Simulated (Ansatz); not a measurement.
MoTe₂ (space group Fm-3m, No. 225; a hypothetical phase, not in the database extracts checked)

Space group Fm-3m (No. 225); a = b = c = 6.6578 Å, α = β = γ = 90.00°

```tsv
atom	site	symmetry	x	y	z
Mo	4a	m-3m	0.0000	0.0000	0.0000
Te	8c	-43m	0.2500	0.2500	0.2500
```
(The calculation used a cell of 3 atoms; values per cell refer to that cell.)

Method: Ansatz (a first-principles code) PBE, spin-orbit coupling left out, earlier PAW set. k-mesh 12×12×12 (Γ-centred); smearing 0.05 eV (Fermi–Dirac).

```yaml
volume_per_atom: 24.59 Å³
density: 7.90 g/cm³
band_gap: zero
total_energy: -6305.132 eV/atom (σ→0; compares only within this code and set-up)
```

Stability against distortions was not tested. All final runs are without spin polarisation. MoTe2 has a high density of states at the Fermi level and may be magnetic at this level.
